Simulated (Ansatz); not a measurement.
The reference is ZnSe in the zinc blende structure (space group F-43m, No. 216).

```yaml
crystal:
  lattice:
    - [0.00000, 2.83278, 2.83278]
    - [2.83278, 0.00000, 2.83278]
    - [2.83278, 2.83278, 0.00000]
  atoms:
    - { symbol: Zn, position: [0.00000, 0.00000, 0.00000] }
    - { symbol: Se, position: [0.25000, 0.25000, 0.25000] }
```

The values are results of r2SCAN/PAW in Ansatz (a program for electronic structure), without spin-orbit coupling, not measurements.

For the base:

The lattice parameter a comes out as 5.666 Å and the band gap is 1.87 eV.

The change: cell and atoms relaxed at a pressure of 9 GPa.

How does this affect the lattice parameter a?

The lattice parameter a drops by 0.2011 Å, from 5.666 Å to 5.464 Å.

Predict the new band gap.

The band gap grows by 0.48 eV, from 1.87 eV to 2.35 eV.

Load acts through the strain it causes; cell and atoms are relaxed under it. Whether these cells are dynamically stable was not tested. Tetrahedral semiconductors of this kind turn to denser phases somewhere between about 1 and 50 GPa; those were not computed, so compressed cells here can lie past the real transition.
